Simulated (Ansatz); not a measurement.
Zn2SeS (P-4m2, No. 115, 4 atoms in the cell; start mp-1215430)

Calculation: HSE06 in Ansatz (PAW).

Numerical settings: plane-wave cutoff 460 eV, 6×6×6 k mesh, Fermi–Dirac smearing 0.01 eV, scalar-relativistic PAW data made under PBE.

Cell (relaxed with PBEsol):

```xyz
4
Lattice="3.8850 0.0000 0.0000 0.0000 3.8850 0.0000 0.0000 0.0000 5.4944" Properties=species:S:1:pos:R:3 pbc="T T T"
Zn     1.9425     0.0000     4.1940
Zn     0.0000     1.9425     1.3004
Se     0.0000     0.0000     2.7472
S      1.9425     1.9425     0.0000
```

```json
{
 "band_gap": "2.83 eV (on the SCF k mesh) (direct)"
}
```

Note: cell and atoms aren't relaxed at this level (largest force component 0.03 eV/Å, pressure 2.7 GPa).

Spin–orbit coupling is not included.

Computed values are for the static lattice.

It cost around 2.8 core-minutes (rough) of CPU time.

A start named mp-… is a Materials Project structure, which need not be a measured phase.

Ansatz is an electronic-structure program.
